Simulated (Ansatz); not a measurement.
What tensor shear ε_xy = +0.33 % does to SrTiO3

Start from SrTiO$_{3}$ in the cubic perovskite structure (space group Pm-3m, No. 221; a = 3.854 Å). Axes: x, y, z lie along the cube axes.

It is then changed as follows: tensor shear ε_xy = +0.33 % (engineering shear γ = 0.0066), atoms relaxed at fixed cell.

The values are results of LDA (Ansatz, a first-principles code, PAW, scalar-relativistic without spin-orbit coupling), not measurements. Γ-centred 9×9×9 mesh, Fermi–Dirac width 0.05 eV.

| quantity | base | changed | shift |
|---|---|---|---|
| volume per atom | 11.45 Å³ | 11.45 Å³ | 0.00 Å³ |
| space group | Pm-3m (No. 221) | Cmmm (No. 65) | – |
| shortest interatomic distance | 1.927 Å | 1.927 Å | 0.000 Å |
| energy relative to the base (free energy F) | 0 meV/atom | +0.1 meV/atom | +0.1 meV/atom |
| pressure (mean of the normal stresses, compression positive) | 0.00 GPa | 0.00 GPa | 0.00 GPa |
| band gap | 1.85 eV | 1.84 eV | -0.017 eV |
| gap character | – | indirect, T → Γ | – |
| stress (xx, yy, zz, yz, xz, xy; compression positive) | – | (0.00, 0.00, 0.00, 0.00, 0.00, -0.79) GPa | – |

Final structure:

```yaml
crystal:
  lattice:
    - [3.85418, 0.01272, 0.00000]
    - [0.01272, 3.85418, 0.00000]
    - [0.00000, 0.00000, 3.85418]
  atoms:
    - { symbol: Sr, position: [0.00000, 0.00000, 0.00000] }
    - { symbol: Ti, position: [0.50000, 0.50000, 0.50000] }
    - { symbol: O, position: [0.50000, 0.00000, 0.50000] }
    - { symbol: O, position: [0.00000, 0.50000, 0.50000] }
    - { symbol: O, position: [0.50000, 0.50000, 0.00000] }
```

The cells carry an imposed strain or load. No phonon test of stability was made. The final runs are not spin-polarised. Many cubic perovskites are stable only at high temperature; tilts and polar distortions were not tested. Labels are those of the standard path for the cell's own space group.
